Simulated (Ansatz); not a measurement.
Variants of one calculation on Ni2S2Tl (I4/mmm, 5 atoms in the cell)

```
CELL_PARAMETERS angstrom
     -1.91420     1.91420     6.44630
      1.91420    -1.91420     6.44630
      1.91420     1.91420    -6.44630
ATOMIC_POSITIONS crystal
  Ni 0.75000 0.25000 0.50000
  Ni 0.25000 0.75000 0.50000
  S  0.36000 0.36000 0.00000
  S  0.64000 0.64000 0.00000
  Tl 0.00000 0.00000 0.00000
```
Moments meant for the start (each program seeds them in its own way; μB, in the order of the atoms Ni Ni S S Tl): 2.0 2.0 0.0 0.0 0.0.

Base run A: PBEsol, harder PAW files (source: ansatz) made with PBE (Ansatz, a quantum-chemistry and plane-wave program), self-consistent single point.

Its settings: basis.ecutwfc = 920 eV; kpoints.mp_grid.grid = 9 9 9; hamiltonian.xc = pbesol; hamiltonian.pseudopotentials = {kind: paw, source: ansatz}; magnetization.spin_polarized = true; scf.occupations.method = cold; scf.occupations.width = 0.1 eV.

The starting cell comes from a database of published, mostly measured structures (it also holds non-ambient and calculated ones), without a prior relaxation at this level. Its lattice was rescaled by a random factor within 2.5 % of one. The magnetic order is the one reached from the typed start; others were not searched systematically. In the base run, with a pressure of about -10 GPa the cell is away from its equilibrium volume at this level. In the base run, forces exceed 1 eV/Å. Ansatz's pressure includes its estimate of the finite-basis (Pulay) stress.

ΔF is the free energy per atom less that of run A. 

Runs:
- B: kpoints.mp_grid.grid: 9 9 9 → 3 3 3
- C: scf.mixing.algorithm: default (the program chose MSR1) → broyden; scf.mixing.beta_mag: default → 1
- D: scf.mixing.algorithm: default (the program chose MSR1) → broyden; scf.mixing.beta: default → 0.05
- E: scf.mixing.algorithm: default (the program chose MSR1) → anderson; scf.mixing.ndim: default → 4

```tsv
run	ΔF (meV/atom)	pressure (GPa)	largest force (eV/Å)	size of the net moment (μB/atom)	k-points
A	0.00	-9.69	1.845	0.39	75
B	15.0	-10.28	2.218	0.22	6
C	0.00	-9.69	1.845	0.39	75
D	0.00	-9.69	1.846	0.39	75
E	0.00	-9.69	1.845	0.39	75
```

Run C against A: The free energy is nearly the same (within 1 meV/atom), the pressure stays at -9.69 GPa, the largest force stays at 1.845 eV/Å and the size of the net moment stays at 0.39 μB/atom.

Run B against A: The free energy goes up by 15.0 meV/atom, the pressure goes from -9.69 to -10.28 GPa, the largest force goes from 1.845 to 2.218 eV/Å and the size of the net moment goes from 0.39 to 0.22 μB/atom.

Run E against A: The free energy hardly moves (within 1 meV/atom), the pressure stays at -9.69 GPa, the largest force stays at 1.845 eV/Å and the size of the net moment stays at 0.39 μB/atom.

Keys are those of Ansatz 0.2.
